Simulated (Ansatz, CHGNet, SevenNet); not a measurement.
**Ladder of methods for the elastic constant C12 of C11b MoSi2**

Reference value: 104 GPa (measured, temperature not stated, no zero-point or thermal correction; as tabulated in Friák et al. (2018), doi:10.3390/nano8121057).

```
level (code)         value (GPa)  cell (Å³/atom)  difference (%)
-------------------  -----------  --------------  --------------
CHGNet 0.3.0                 216           13.59            +108
SevenNet-0                   144           13.63             +38
SevenNet-l3i5                205           13.61             +97
LDA (Ansatz)                 123           13.06           +18.3
PBE (Ansatz)                 109           13.58            +4.8
PBEsol (Ansatz)              121           13.27           +16.3
PBE-D3(BJ) (Ansatz)          122           13.13           +17.3
```

The reference's temperature isn't stated, so close values are not ranked against it. Off by more than 25 %, or 35 % on the side where a correction would as a rule narrow the miss (bounds picked here): CHGNet 0.3.0 (+108 %), SevenNet-l3i5 (+97 %), SevenNet-0 (+38 %).

The reference isn't brought to a static lattice, while the calculations are for one, so the differences are not the levels' errors alone.  PBE-D3(BJ): the dispersion coefficients are held fixed in the derivatives. Each level is taken at its own relaxed cell. Ansatz's density-functional and Hartree–Fock values are scalar-relativistic unless marked +SOC, with PAW data made under PBE.

Machine-learned potentials (CHGNet 0.3.0, SevenNet-0, SevenNet-l3i5) are trained on DFT data: a solid inside that data is no test of them.

Differences are worked out from the printed values.

Ansatz is a program for electronic structure.
